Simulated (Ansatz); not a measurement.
Band structure of MgS (Fm-3m, 2 atoms in the cell).

```yaml
crystal:
  lattice:
    - [0.00000, 2.61924, 2.61924]
    - [2.61924, 0.00000, 2.61924]
    - [2.61924, 2.61924, 0.00000]
  atoms:
    - { symbol: Mg, position: [0.00000, 0.00000, 0.00000] }
    - { symbol: S, position: [0.50000, 0.50000, 0.50000] }
```

Method: PBE (plane waves, PAW; Ansatz, a first-principles code).

Settings: basis.ecutwfc = 420 eV; kpoints.mp_grid.grid = 7 7 7; hamiltonian.xc = pbe; hamiltonian.pseudopotentials = {kind: paw} (the program's default PAW files); scf.occupations.method = fermi_dirac; scf.occupations.width = 0.02 eV; kpoints.band_path.npoints = 8.

The starting cell comes from a database of computed structures (which also holds hypothetical and non-ambient phases and stackings), without a prior relaxation at this level. Its lattice was rescaled by a random factor within 2.5 % of one.

Problem. Predict the gap along the standard path and the places of the band edges.

Solution. The gap along the path is 2.75 eV, from Γ to X; the smallest direct gap on it is 3.56 eV.

Levels in eV from the top of the valence band on the path, bands 5 to 11:
```json
[
 {"point": "Γ", "5": "-12.55", "6": "0.00", "7": "0.00", "8": "0.00", "9": "3.56", "10": "7.93", "11": "7.93"},
 {"point": "X", "5": "-10.94", "6": "-4.08", "7": "-1.63", "8": "-1.63", "9": "2.75", "10": "4.44", "11": "11.81"},
 {"point": "W", "5": "-10.90", "6": "-3.13", "7": "-3.13", "8": "-2.30", "9": "5.17", "10": "7.90", "11": "7.90"},
 {"point": "K", "5": "-10.94", "6": "-3.59", "7": "-3.10", "8": "-1.32", "9": "3.88", "10": "6.66", "11": "9.58"},
 {"point": "L", "5": "-11.29", "6": "-4.72", "7": "-0.57", "8": "-0.57", "9": "4.52", "10": "6.87", "11": "6.87"},
 {"point": "U", "5": "-10.94", "6": "-3.59", "7": "-3.10", "8": "-1.32", "9": "3.88", "10": "6.66", "11": "9.58"}
]
```

Keys are those of Ansatz 0.2.
